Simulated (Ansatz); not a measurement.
Base system: BaHfO3 in the cubic perovskite structure (space group Pm-3m, No. 221; a = 4.158 Å). Axes: x, y, z lie along the cube axes.

The values are results of PBEsol/PAW in Ansatz (a first-principles code), no spin-orbit coupling, not measurements.

Base values:

| Quantity | Result |
|---|---|
| Band gap | 3.58 eV |

Perturbation: uniaxial strain ε_zz = −3.00 %, all other strain components held at zero, atoms relaxed at fixed cell.

**Question.** What happens to the energy relative to the base, stress, band gap and valence-band top at Γ?

**Answer.** The energy grows by 15 meV/atom; the stress (xx, yy, zz, yz, xz, xy; compression positive) is (2.66, 2.66, 12.10, 0.00, 0.00, 0.00) GPa; the band gap drops by 0.10 eV, from 3.58 eV to 3.48 eV; the valence-band top at Γ (three highest levels, from the VBM) amounts to 0.00, -0.10, -0.10 eV.

Spin-orbit coupling, missing from the scalar runs, can matter with Hf. Stability against distortions was not tested.
